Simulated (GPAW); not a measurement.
Worked example: self-consistent single point of YHg₂ (P6/mmm, 3 atoms in the cell) in GPAW.

Method of the run: PBEsol, GPAW PAW datasets PBEsol (made by gpaw-setup) (plane waves; GPAW 25.7.0).

The change in words: lattice scaled by 0.98. Reference geometry:
```
YHg2
1.0
    4.80153     0.00000     0.00000
   -2.40077     4.15825     0.00000
    0.00000     0.00000     3.43464
Y Hg
1 2
Direct
  0.00000   0.00000   0.00000
  0.33333   0.66667   0.50000
  0.66667   0.33333   0.50000
```

Reference input (self-consistent single point, DFT PBEsol, plane waves, GPAW PAW datasets PBEsol (made by gpaw-setup)): mode = pw; ecut = 550 eV; xc = PBEsol; kpts = 9 9 11; mesh shift (steps) = 0 0 0; occupations.name = fermi-dirac; occupations.width = 0.136 eV; nbands = -9; convergence.density = 1e-05 e/electron; symmetry.symmorphic = false; symmetry.tolerance = 0.0005; maxiter = 120. This run's input differs from it in these lines:

```diff
@@ -5,8 +5,8 @@
 atoms = Atoms(['Y', 'Hg', 'Hg'],
-              cell=[[4.801532, 0.000000, 0.000000],
-                    [-2.400766, 4.158249, 0.000000],
-                    [0.000000, 0.000000, 3.434643]],
+              cell=[[4.705501, 0.000000, 0.000000],
+                    [-2.352751, 4.075084, 0.000000],
+                    [0.000000, 0.000000, 3.365950]],
               positions=[[0.000000, 0.000000, 0.000000],
-                         [-0.000002, 2.772167, 1.717321],
-                         [2.400768, 1.386082, 1.717321]],
+                         [-0.000003, 2.716724, 1.682975],
+                         [2.352753, 1.358360, 1.682975]],
               pbc=True)
```

Output, abridged:

```
     iter     time        total  log10-change:
                         energy   eigst   dens
iter:   1 --:--:--   -10.120708
iter:   2 --:--:--    -9.883912   -1.12  -1.40
iter:   3 --:--:--    -9.319916   -1.31  -1.44
iter:   4 --:--:--    -9.318417   -2.75  -1.80
iter:   5 --:--:--    -9.256425   -2.14  -1.87
iter:   6 --:--:--    -9.265097   -3.05  -2.24
iter:   7 --:--:--    -9.238878   -2.87  -2.28
iter:   8 --:--:--    -9.233035   -3.52  -2.59
iter:   9 --:--:--    -9.231710c  -4.95  -2.80
iter:  10 --:--:--    -9.233605c  -3.49  -2.77
iter:  11 --:--:--    -9.233480c  -5.25  -3.27
iter:  12 --:--:--    -9.233481c  -5.90  -3.40
iter:  13 --:--:--    -9.233369c  -5.27  -3.41
iter:  14 --:--:--    -9.233000c  -4.87  -3.46
iter:  15 --:--:--    -9.232995c  -6.51  -3.87
iter:  16 --:--:--    -9.232995c  -6.96  -3.91
iter:  17 --:--:--    -9.233009c  -6.76  -3.95
iter:  18 --:--:--    -9.233013c  -7.86c -4.24
iter:  19 --:--:--    -9.233025c  -7.67c -4.33
iter:  20 --:--:--    -9.233026c  -8.21c -4.81
iter:  21 --:--:--    -9.233028c  -8.44c -4.86
iter:  22 --:--:--    -9.233030c  -8.80c -4.93
iter:  23 --:--:--    -9.233037c  -8.08c -4.98
iter:  24 --:--:--    -9.233037c  -9.86c -5.51c
Converged after 24 iterations.

Dipole moment: (0.000000, -0.000000, -0.000000) |e|*Ang

Energy contributions relative to reference atoms: (reference = -1158058.015839)

Kinetic:        +36.508341
Potential:      -25.150838
External:        +0.000000
XC:             -16.205102
Entropy (-ST):   -0.101066
Local:           -4.334905
SIC:             +0.000000
--------------------------
Free energy:     -9.283570
Extrapolated:    -9.233037

Showing only first 2 kpts
 Kpt  Band  Eigenvalues  Occupancy
  0    21      8.38025    1.99935
  0    22      8.38028    1.99935
  0    23      9.28523    1.59791
  0    24     10.32561    0.00378

  1    21      8.55548    1.99765
  1    22      8.55551    1.99765
  1    23      9.46192    1.04028
  1    24     10.39290    0.00230

Fermi level: 9.47288

No gap
No difference between direct/indirect transitions
Energy (eV): -9.233037

Forces in eV/Ang:
  0 Y    -0.00000    0.00000    0.00000
  1 Hg    0.00000   -0.00000    0.00000
  2 Hg    0.00000    0.00000    0.00000

Stress tensor:
    -0.056666    -0.000000     0.000000
    -0.000000    -0.056666     0.000000
     0.000000     0.000000    -0.030004
Stress (GPa, Voigt): [-9.0788 -9.0788 -4.8071  0.      0.     -0.    ]
```

The run converged in 24 iterations. GPAW prints stress with tension positive. Against the reference run the free energy rises by 37.3 meV/atom and the pressure goes from 1.45 to 7.65 GPa.

The starting cell comes from a database of computed structures (which also holds hypothetical and non-ambient phases and stackings), without a prior relaxation at this level. Its lattice was rescaled by a random factor within 2.5 % of one. For this run, on top of that: lattice scaled by 0.98. With a pressure of about 8 GPa the cell is away from its equilibrium volume at this level.

Cost on one core of a shared machine: roughly 3 min.
